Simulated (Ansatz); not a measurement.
## Effect of uniaxial strain ε_xx = +2.40 % on ZnS

Consider ZnS in the wurtzite structure (space group P6_3mc, No. 186; a = 3.782 Å, c = 6.208 Å). Axes: x lies along a and z along c of the hexagonal cell.

Perturbation: the cell is stretched by 2.40 % along x with no lateral relaxation, atoms relaxed at fixed cell.

Level of theory: PBEsol (Ansatz, an electronic-structure program), no SOC. k-mesh 10×10×6 (Γ-centred); smearing 0.05 eV (Fermi–Dirac).

| quantity | base | changed | shift |
|---|---|---|---|
| volume per atom | 19.23 Å³ | 19.69 Å³ | +0.46 Å³ |
| space group | P6_3mc (No. 186) | Cmc2_1 (No. 36) | – |
| energy relative to the base (free energy F) | 0 meV/atom | +4.2 meV/atom | +4.2 meV/atom |
| pressure (mean of the normal stresses, compression positive) | 0.00 GPa | -1.76 GPa | -1.76 GPa |
| band gap | 2.15 eV | 2.03 eV | -0.12 eV |
| gap character | direct at Γ | direct at Γ | – |
| electron mass | 0.16 mₑ along c, 0.18 mₑ across (at Γ) | 0.16 mₑ along z, 0.17 mₑ across (at Γ) | – |
| hole mass | – | 1.5 mₑ along x, 0.17 mₑ along y, 1.6 mₑ along z (at Γ) | – |
| valence-band top at Γ (three highest levels, from the VBM) | 0.00, 0.00, -0.09 eV | 0.00, -0.07, -0.09 eV | – |
| stress (xx, yy, zz, yz, xz, xy; compression positive) | – | (-2.89, -1.34, -1.04, 0.00, 0.00, 0.00) GPa | – |

Final structure:

```
ZnS
1.0
    3.87294     0.00000     0.00000
   -1.93647     3.27545     0.00000
    0.00000     0.00000     6.20765
Zn S
2 2
Direct
  0.33357   0.66714   0.99931
  0.66643   0.33286   0.49931
  0.33007   0.66014   0.37569
  0.66993   0.33986   0.87569
```

Cost of the whole job for the changed cell (relaxation, final SCF and bands): about 110 core-seconds (a rough figure).

Effective masses come from finite differences of ±0.01 Å⁻¹. Stability against distortions was not tested. k-point labels follow each cell's own Brillouin zone.
